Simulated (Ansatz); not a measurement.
Base system: BaHfO3 in the cubic perovskite structure (space group Pm-3m, No. 221; a = 4.206 Å).

The values are results of PBE, PAW, 420 eV (Ansatz, an electronic-structure program; scalar-relativistic without spin-orbit coupling), not measurements.

Base values:

- Pressure = -0.1 kbar

Modification: the cell is scaled by 0.9940 in all directions, atoms relaxed at fixed cell.

Task: What happens to the energy relative to the base?

Result: The energy grows by 2.4 meV/atom.

Task: Predict the new pressure.

Result: The pressure rises by 29.12 kbar (-0.1 kbar → 29.1 kbar).

The cells carry an imposed strain or load. Whether these cells are dynamically stable was not tested.
